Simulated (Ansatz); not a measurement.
Effect of 5 layers on hypothetical CsCl type MoP

The reference is MoP in the CsCl type structure (space group Pm-3m, No. 221; a = 3.003 Å; a hypothetical phase, not in the database extracts checked). Axes: x, y, z lie along the cube axes.

It is then changed as follows: a free-standing slab of 5 layers (10 atoms, 2 a layer) is cut normal to [110], with 15 Å of vacuum and the in-plane cell held at bulk.

Method: PBE (Ansatz, a quantum-chemistry and plane-wave program), scalar-relativistic without spin-orbit coupling. Γ-centred 15×11×1 mesh, Fermi–Dirac width 0.05 eV, for the changed cell.

```csv
quantity,base,changed,shift
layer's space group (with vacuum),–,Pmmm (No. 47),–
shortest interatomic distance,260.1 pm,248.9 pm,-11.2 pm
band gap,zero,zero,–
excess energy per area of both faces (slab less bulk energy over the cell's area: twice a surface energy) (uncertain by up to 0.1 J/m²),–,2.6 J/m²,–
thickness between the outermost nuclei,–,8.57 Å,–
change of the spacing d12 from its bulk value of 2.124 Å,–,-4.2 %,–
change of the spacing d23 from its bulk value of 2.124 Å,–,+1.7 %,–
```

Cost of the whole job for the changed cell (relaxation, final SCF and bands): about 5 core-minutes (a rough figure).

The excess energy carries the mismatch between the slab's and the bulk's meshes. Stability against distortions was not tested. The final runs are not spin-polarised. An odd electron count without spin: MoP. MoP has a high density of states at the Fermi level and may be magnetic at this level.
